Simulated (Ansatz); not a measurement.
Model glasses of amorphous SiO2, 75 to 79 atoms (Si24O48 before any change). Each row is one cell at a composition chosen by hand, melted whole on the CHGNet potential with the anions pushed apart under 1.9 Å, quenched within some picoseconds, far faster than a real film, and relaxed with PBE, scalar-relativistic without spin-orbit coupling (plane waves to 420 eV, PAW; Ansatz, an electronic-structure program). Each is the lower in DFT energy of 2 quenches. Cycles of charging and discharging were tried on the cells ahead of these points, and a cell that came back lower was taken. The column on the box says what of it was relaxed with the atoms; held means as the quench left it. Cells that kept moments or hold spare charge are left out, and those that charging annealed. So are cells far out in the fitted variable, so that no row sets the line alone.

From the neutral cell one electron is taken away, or one added, and the atoms relax (PBE, the zone centre alone, moment held at 1 μB, uniform background; no image-charge correction, which leaves W too low where the charge is localised). W = E(+1) + E(−1) − 2 E(0) is the cost of moving an electron from one such cell to another; the spacing parts the highest filled and lowest empty level of the neutral cell, which ran without spin polarisation.

Formal charges balance in every cell (each cation at its usual highest valence, Cu and Ag at +1, Sb at +3, H at +1, O at −2, N at −3, F and Cl at −1). R− and R+ are the energies that the atoms' relaxation gave back after the electron was added or removed.

```csv
cell,change,box,spacing (eV),R− (eV),R+ (eV),spacing − R− − R+ (eV),W (eV)
Si24O51Al2,"+2 Al, +3 O",shape,3.59,1.67,0.17,1.75,2.45
Si24O49Cu2,"+2 Cu, +1 O",volume and shape,2.76,0.06,0.20,2.50,3.30
Si24O53Nb2,"+2 Nb, +5 O",shape,3.69,0.38,0.18,3.13,3.89
Si24O51Ga2,"+2 Ga, +3 O",shape,4.59,0.86,0.05,3.68,withheld
Si24O50Ge,"+1 Ge, +2 O",volume and shape,4.84,0.71,0.02,4.11,4.29
Si24O53P2,"+5 O, +2 P",shape,4.87,0.01,0.19,4.67,5.10
```

Fit a straight line of the last column on the one before it through the 5 full rows, and predict the withheld value for Si24O51Ga2.

Means: x = 3.232, y = 3.806. Slope = Σ(Δx Δy) / Σ(Δx²) = 4.6571 / 5.5813 = 0.834; intercept = 3.806 − (0.834) × 3.232 = 1.111 eV; r.m.s. residual 0.158 eV. Prediction: 1.111 + (0.834) × 3.68 = 4.18 eV. The run gave 3.85 eV, a miss of 0.33 eV, more than twice the residual.

What would a slope of 1 with no intercept mean?

That adding and removing an electron at fixed atoms costs just the level spacing, as it does for levels spread over a large cell, so that W follows by bookkeeping. The fit has 0.834 and 1.111 eV; a departure holds the carrier's repulsion on its site, which raises W, and the uncorrected background, which lowers it.
